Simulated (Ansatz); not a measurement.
The reference is BaTiO3 (space group P4mm, No. 99; a = 3.9851 Å, c = 4.2043 Å).

(Cell as relaxed with PBE.)

Levels (all Ansatz, a quantum-chemistry and plane-wave program, PAW, earlier PAW set): PBE (420 eV, no SOC); r2SCAN (500 eV, no spin-orbit coupling).

Each level relaxes its own structure.

```csv
base,PBE,r2SCAN
volume per atom,13.35 Å³,12.98 Å³
lattice parameter a,7.531 bohr,7.507 bohr
band gap,1.85 eV,2.23 eV
```

One thing is altered: cell and atoms relaxed at a pressure of 50 GPa.

| quantity | PBE | r2SCAN |
|---|---|---|
| shift of the gap caused by the change | +0.17 eV | +0.20 eV |
| band gap | 2.02 eV | 2.43 eV |
| gap character | direct at Γ | direct at Γ |

PBE's shift of the gap caused by the change lies 0.03 eV below r2SCAN's; PBE's band gap lies 0.41 eV below r2SCAN's; the two agree on the gap character. Neither level is exact; r2SCAN is the comparison here, not a measurement.

Load acts through the strain it causes; cell and atoms are relaxed under it. No phonon test of stability was made. No other phases were tried under pressure. The final runs are not spin-polarised. Along this pressure series the structure jumps between pressure 7 GPa and pressure 15 GPa; cells beyond that are another form of it. k-point labels follow each cell's own Brillouin zone.
